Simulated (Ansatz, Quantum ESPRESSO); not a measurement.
A Quantum ESPRESSO input for a self-consistent single point of Zr (P6_3/mmc, 2 atoms in the cell) (DFT, PBE, plane waves, SSSP 1.1.2 efficiency (PBE) pseudopotentials):

```fortran
&CONTROL
   calculation = 'scf'
   prefix = 'pwscf'
   outdir = './work'
   pseudo_dir = './'
   verbosity = 'high'
   tprnfor = .true.
   tstress = .true.
/
&SYSTEM
   ibrav = 0
   nat = 2
   ntyp = 1
   ecutwfc = 40
   ecutrho = 320
   occupations = 'smearing'
   smearing = 'fermi-dirac'
   degauss = 0.0073499
/
&ELECTRONS
   conv_thr = 1.0d-10
   mixing_beta = 0.4
/
ATOMIC_SPECIES
Zr    91.2240  Zr_pbe_v1.uspp.F.UPF
ATOMIC_POSITIONS {alat}
Zr    0.0000000000    0.5773502692    0.3991859272
Zr    0.5000000000    0.2886751346    1.1975577815
K_POINTS {automatic}
16 16 9  0 0 0
CELL_PARAMETERS {angstrom}
   3.2058657707     0.0000000000     0.0000000000
  -1.6029328854     2.7763611986     0.0000000000
   0.0000000000     0.0000000000     5.1189460000
```

Write the same calculation as an input for Ansatz (an electronic-structure program).

One input that does it (others would too):

Ansatz 0.2 input:
```yaml
crystal:
  lattice:
    - [3.205866, 0.000000, 0.000000]
    - [-1.602933, 2.776361, 0.000000]
    - [0.000000, 0.000000, 5.118946]
  atoms:
    - { symbol: Zr, position_ang: [-0.000002, 1.850908, 1.279737] }
    - { symbol: Zr, position_ang: [1.602935, 0.925453, 3.839209] }
kpoints:
  mp_grid:
    grid: [16, 16, 9]
hamiltonian:
  xc: pbe
  pseudopotentials:
    kind: paw
scf:
  occupations:
    method: fermi_dirac
    width: 0.1
output:
  forces: true
  eigenvalues: true
  stress: true
```

Basis settings and potentials, where a program has them, do not carry over. This input uses DFT, PBE, plane waves, default PAW files. Both were run: pressure 2.62 GPa in Quantum ESPRESSO and 2.63 in Ansatz. Ansatz's pressure is the one without its finite-basis correction.

On Quantum ESPRESSO: the starting cell comes from a database of computed structures (which also holds hypothetical and non-ambient phases and stackings), without a prior relaxation at this level. Its lattice was rescaled by a random factor within 2.5 % of one.

On Ansatz: the starting cell comes from a database of computed structures (which also holds hypothetical and non-ambient phases and stackings), without a prior relaxation at this level. Its lattice was rescaled by a random factor within 2.5 % of one.
